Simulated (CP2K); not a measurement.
**A self-consistent single point of Sr4CaSi3 (I4/mcm, 16 atoms in the cell) with CP2K**

Computed with CP2K 2026.2 with PBEsol, GPW, DZVP-MOLOPT-SR-GTH basis, GTH-PBE potentials (GTH_POTENTIALS).

The input file:

```
&GLOBAL
  PROJECT bulk
  RUN_TYPE ENERGY_FORCE
  PRINT_LEVEL LOW
&END GLOBAL
&FORCE_EVAL
  METHOD Quickstep
  STRESS_TENSOR ANALYTICAL
  &DFT
    BASIS_SET_FILE_NAME BASIS_MOLOPT
    POTENTIAL_FILE_NAME GTH_POTENTIALS
    &QS
      METHOD GPW
      EPS_DEFAULT 1E-11
    &END QS
    &MGRID
      CUTOFF 500
      REL_CUTOFF 50
      NGRIDS 5
    &END MGRID
    &SCF
      SCF_GUESS ATOMIC
      EPS_SCF 1E-6
      MAX_SCF 100
      ADDED_MOS 20
      &DIAGONALIZATION
        ALGORITHM STANDARD
      &END DIAGONALIZATION
      &MIXING
        METHOD BROYDEN_MIXING
        ALPHA 0.3
        NBUFFER 12
      &END MIXING
      &SMEAR ON
        METHOD FERMI_DIRAC
        ELECTRONIC_TEMPERATURE [K] 1160.45
      &END SMEAR
    &END SCF
    &KPOINTS
      SCHEME MONKHORST-PACK 5 5 5
    &END KPOINTS
    &XC
      &XC_FUNCTIONAL
        &PBE
          PARAMETRIZATION PBESOL
        &END PBE
      &END XC_FUNCTIONAL
    &END XC
    &PRINT
      &MO
        EIGENVALUES T
        OCCUPATION_NUMBERS T
        NDIGITS 8
        FILENAME mo
        &EACH
          QS_SCF 0
        &END EACH
        ADD_LAST NUMERIC
      &END MO
      &MULLIKEN OFF
      &END MULLIKEN
    &END PRINT
  &END DFT
  &SUBSYS
    &CELL
      A 9.76323600 0.00000000 0.00000000
      B 3.31194400 9.18432400 0.00000000
      C -6.53759000 -4.59216200 5.61184000
      PERIODIC XYZ
    &END CELL
    &COORD
      SCALED
      Sr       0.82025000     0.32025000     0.86080000
      Sr       0.17975000     0.67975000     0.13920000
      Sr       0.32025000     0.45945000     0.50000000
      Sr       0.67975000     0.54055000     0.50000000
      Sr       0.45945000     0.95945000     0.13920000
      Sr       0.54055000     0.04055000     0.86080000
      Sr       0.95945000     0.82025000     0.50000000
      Sr       0.04055000     0.17975000     0.50000000
      Ca       0.00000000     0.00000000     0.00000000
      Ca       0.50000000     0.50000000     0.00000000
      Si       0.11060000     0.61060000     0.72120000
      Si       0.88940000     0.38940000     0.27880000
      Si       0.61060000     0.88940000     0.50000000
      Si       0.38940000     0.11060000     0.50000000
      Si       0.25000000     0.25000000     0.00000000
      Si       0.75000000     0.75000000     0.00000000
    &END COORD
    &KIND Sr
      BASIS_SET DZVP-MOLOPT-SR-GTH
      POTENTIAL GTH-PBE-q10
    &END KIND
    &KIND Ca
      BASIS_SET DZVP-MOLOPT-SR-GTH
      POTENTIAL GTH-PBE-q10
    &END KIND
    &KIND Si
      BASIS_SET DZVP-MOLOPT-SR-GTH
      POTENTIAL GTH-PBE-q4
    &END KIND
  &END SUBSYS
  &PRINT
    &FORCES ON
    &END FORCES
    &STRESS_TENSOR ON
    &END STRESS_TENSOR
  &END PRINT
&END FORCE_EVAL
```

Log, with long lists cut:

```
 GLOBAL| Method name                                                        CP2K
 GLOBAL| Project name                                                       bulk
 GLOBAL| Run type                                                   ENERGY_FORCE

 TOTAL NUMBERS AND MAXIMUM NUMBERS

  Total number of            - Atomic kinds:                                   3
                             - Atoms:                                         16
                             - Shell sets:                                    16
                             - Shells:                                        90
                             - Primitive Cartesian functions:                 84
                             - Cartesian basis functions:                    234
                             - Spherical basis functions:                    218

  Maximum angular momentum of- Orbital basis functions:                        2
                             - Local part of the GTH pseudopotential:          2
                             - Non-local part of the GTH pseudopotential:      3

 SCF PARAMETERS         Density guess:                                    ATOMIC
                        max_scf:                                             100
                        max_diis:                                              4
                        eps_scf:                                        1.00E-06
                        eps_diis:                                       1.00E-01
                        eps_eigval:                                     1.00E-05
                        level_shift [a.u.]:                             0.000000
                        added MOs                                        20    0
                        Mixing method:                            BROYDEN_MIXING
                                                charge density mixing in g-space
                        Smear method:                                FERMI_DIRAC
                        Electronic temperature [K]:                       1160.5
                        Electronic temperature [a.u.]:                  3.67E-03
                        Accuracy threshold:                             1.00E-10
                        No outer SCF

 Extrapolation method: initial_guess

 Number of electrons:                                                        124
 Number of occupied orbitals:                                                 62
 Number of molecular orbitals:                                                82

 Number of orbital functions:                                                218
 Number of independent orbital functions:                                    218

 SCF WAVEFUNCTION OPTIMIZATION

  Step     Update method      Time    Convergence         Total energy    Change
     1 NoMix/Diag. 0.30E+00      -     1.84491492      -344.1533079492 -3.44E+02
     2 Broy./Diag. 0.30E+00      -     0.10201049      -342.6355371181  1.52E+00
     3 Broy./Diag. 0.30E+00      -     0.10107925      -342.4420119095  1.94E-01
     4 Broy./Diag. 0.30E+00      -     0.01921606      -342.4640390173 -2.20E-02
     5 Broy./Diag. 0.30E+00      -     0.00961900      -342.3741955442  8.98E-02
     6 Broy./Diag. 0.30E+00      -     0.00444552      -342.4011470557 -2.70E-02
     7 Broy./Diag. 0.30E+00      -     0.00139709      -342.3852534650  1.59E-02
     8 Broy./Diag. 0.30E+00      -     0.00067364      -342.3775547138  7.70E-03
     9 Broy./Diag. 0.30E+00      -     0.00019153      -342.3769113580  6.43E-04
    10 Broy./Diag. 0.30E+00      -     0.00001864      -342.3767221507  1.89E-04
    11 Broy./Diag. 0.30E+00      -     0.00000582      -342.3769475991 -2.25E-04
    12 Broy./Diag. 0.30E+00      -     0.00000293      -342.3770096126 -6.20E-05
    13 Broy./Diag. 0.30E+00      -     0.00000433      -342.3770310863 -2.15E-05
    14 Broy./Diag. 0.30E+00      -     0.00000012      -342.3770418599 -1.08E-05

  *** SCF run converged in    14 steps ***

  Electronic density on regular grids:       -123.9999999999        0.0000000001
  Core density on regular grids:              123.9999999986       -0.0000000014
  Total charge density on r-space grids:       -0.0000000013
  Total charge density g-space grids:          -0.0000000013

  Overlap energy of the core charge distribution:               0.00000000000032
  Self energy of the core charge distribution:               -676.36993664011914
  Core Hamiltonian energy:                                    149.35212891031659
  Hartree energy:                                             236.23705787702377
  Exchange-correlation energy:                                -51.58837128159957
  Electronic entropic energy:                                  -0.00792073414422
  Fermi energy:                                                 0.20333430672358

  Total energy:                                              -342.37704185992152
  Total energy (extrapolated to T->0):                       -342.37308149284939

 ENERGY| Total FORCE_EVAL ( QS ) energy [hartree]           -342.377039506389508

 FORCES| Atomic forces [hartree/bohr]
 FORCES|   Atom     x               y               z               |f|
 FORCES|      1  6.14964635E-05  3.70136936E-05  3.70294799E-04   3.77187045E-04
 FORCES|      2 -6.14965475E-05 -3.70132579E-05 -3.70291717E-04   3.77183990E-04
 FORCES|      3  2.71512463E-04 -2.61953812E-04 -5.07655847E-06   3.77312322E-04
 FORCES|      4 -2.71517037E-04  2.61955009E-04  5.08180718E-06   3.77316516E-04
 FORCES|      5  5.57101912E-05  4.53530085E-05 -3.70296314E-04   3.77200054E-04
 FORCES|      6 -5.57042667E-05 -4.53573342E-05  3.70296134E-04   3.77199523E-04
 FORCES|      7 -1.54296306E-04  3.44193152E-04  5.06520834E-06   3.77229284E-04
 FORCES|      8  1.54292639E-04 -3.44193670E-04 -5.06937024E-06   3.77228312E-04
 FORCES|      9 -7.79683999E-09 -2.06296146E-08  4.31761296E-09   2.24725053E-08
 FORCES|     10  1.05781525E-08  2.07992906E-08  5.13230341E-09   2.38924326E-08
 FORCES|     11 -2.29343433E-08 -1.84689751E-08 -1.90063626E-03   1.90063626E-03
 FORCES|     12  1.81754987E-08  2.17120113E-08  1.90060608E-03   1.90060608E-03
 FORCES|     13 -1.09243089E-03  1.55528245E-03  3.61819321E-09   1.90060747E-03
 FORCES|     14  1.09243851E-03 -1.55527580E-03  1.81384531E-08   1.90060641E-03
 FORCES|     15  1.07753086E-08  7.67482619E-09 -2.39341932E-08   2.73469529E-08
 FORCES|     16 -1.40227781E-08 -1.45180118E-08  1.89540741E-08   2.76887684E-08
 FORCES| Sum    -9.05711656E-12  7.93439337E-12  2.84020187E-11
 FORCES| Total atomic force                                       3.08489972E-11

 STRESS| Analytical stress tensor [bar]
 STRESS|                        x                   y                   z
 STRESS|      x       -1.05035592121E+04  -2.21372765507E+02  -2.40797488486E-01
 STRESS|      y       -2.21372765507E+02  -1.03438106781E+04  -1.58360686404E-01
 STRESS|      z       -2.40797488486E-01  -1.58360686404E-01  -1.01885223432E+04
 STRESS| 1/3 Trace                                            -1.03452974111E+04
```

The run converged in 14 iterations.

The starting cell comes from a database of computed structures (which also holds hypothetical and non-ambient phases and stackings), without a prior relaxation at this level. Values carry the incompleteness of an atom-centred basis. The potentials were made for another functional than the one used.

Cost on one core of a shared machine: roughly 4 min.
